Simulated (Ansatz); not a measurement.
Base system: Mg in the diamond structure (space group Fd-3m, No. 227; a = 6.870 Å; a hypothetical phase, not in the database extracts checked; relaxed with 0.1 eV smearing).

(Cell as relaxed with PBE.)

Levels (all Ansatz, a quantum-chemistry and plane-wave program, PAW): PBE (420 eV, no spin-orbit coupling); PBEsol (420 eV, scalar-relativistic without spin-orbit coupling).

Each level relaxes its own structure.

```
base                      PBE    PBEsol
-------------------  --------  --------
volume per atom      40.54 Å³  38.99 Å³
lattice parameter a   6.870 Å   6.782 Å
band gap                 zero      zero
```

Perturbation: the cell is scaled by 0.9785 in all directions; the atoms relax in the strained cell.

```json
[
 {"quantity": "energy relative to the base (free energy F)", "PBE": "+5.9 meV/atom", "PBEsol": "___"},
 {"quantity": "pressure", "PBE": "0.8 GPa", "PBEsol": "___"},
 {"quantity": "band gap", "PBE": "zero", "PBEsol": "___"}
]
```

### Question
Given the PBE results, estimate those of PBEsol.

### Answer

- energy relative to the base (free energy F), PBEsol: +6.3 meV/atom
- pressure, PBEsol: 0.9 GPa
- band gap, PBEsol: zero

PBE's energy relative to the base lies 0.4 meV/atom below PBEsol's; the two agree on the band gap. Neither level is exact; PBEsol is the comparison here, not a measurement.

Stability against distortions was not tested.
